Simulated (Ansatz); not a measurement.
Hypothetical rutile WSe2, response to strain

Start from WSe₂ in the rutile structure (space group P4_2/mnm, No. 136; a hypothetical phase, not in the database extracts checked).

```xyz
6
Lattice="6.1446 0.0000 0.0000 0.0000 6.1446 0.0000 0.0000 0.0000 3.4022" Properties=species:S:1:pos:R:3 pbc="T T T"
W      3.0723     3.0723     1.7011
W      0.0000     0.0000     0.0000
Se     4.8380     4.8380     1.7011
Se     1.7657     4.3790     0.0000
Se     4.3790     1.7657     0.0000
Se     1.3066     1.3066     1.7011
```

Cartesian axes are those of the cell as printed.

Strains are applied to the cell and any free atomic positions relax; under biaxial strain the out-of-plane vector relaxes too; under stress the whole cell relaxes.

All numbers come from Ansatz (a program for electronic structure), r2SCAN, PAW, cutoff 500 eV, scalar-relativistic without spin-orbit coupling.

Notes on the quantities. pressure: mean of the normal stresses, compression positive.

```json
[
 {"case": "base", "volume per atom": "21.41 Å³", "pressure": "0.0 GPa"},
 {"case": "biaxial strain −3.00 %, plane normal [001], relaxed out of plane", "volume per atom": "20.90 Å³", "pressure": "4.5 GPa"},
 {"case": "biaxial strain −0.98 %, plane normal [001], relaxed out of plane", "volume per atom": "21.22 Å³", "pressure": "1.5 GPa"},
 {"case": "biaxial strain −0.72 %, plane normal [001], relaxed out of plane", "volume per atom": "21.27 Å³", "pressure": "1.1 GPa"},
 {"case": "biaxial strain +4.73 %, plane normal [001], relaxed out of plane", "volume per atom": "22.52 Å³", "pressure": "-6.2 GPa"},
 {"case": "isotropic strain −3.97 %", "volume per atom": "18.96 Å³", "pressure": "(withheld)"},
 {"case": "isotropic strain −0.31 %", "volume per atom": "21.21 Å³", "pressure": "1.2 GPa"},
 {"case": "uniaxial strain ε_zz = +1.14 %", "volume per atom": "21.65 Å³", "pressure": "-1.2 GPa"},
 {"case": "uniaxial strain ε_zz = +2.60 %", "volume per atom": "21.97 Å³", "pressure": "-2.6 GPa"},
 {"case": "uniaxial stress, 5 GPa compression along z", "volume per atom": "20.98 Å³", "pressure": "–"}
]
```

**Question.** What belongs in the blanks?

**Answer.** 
- isotropic strain −3.97 %, pressure: 20.1 GPa

Without a gap, meshes like the base's 8×8×14 leave anisotropic stresses uncertain by several tenths of a GPa, and small strain energies with them. Beyond what the load breaks, stability against distortions was not tested. The final runs are not spin-polarised. WSe2 has a high density of states at the Fermi level and may be magnetic at this level.
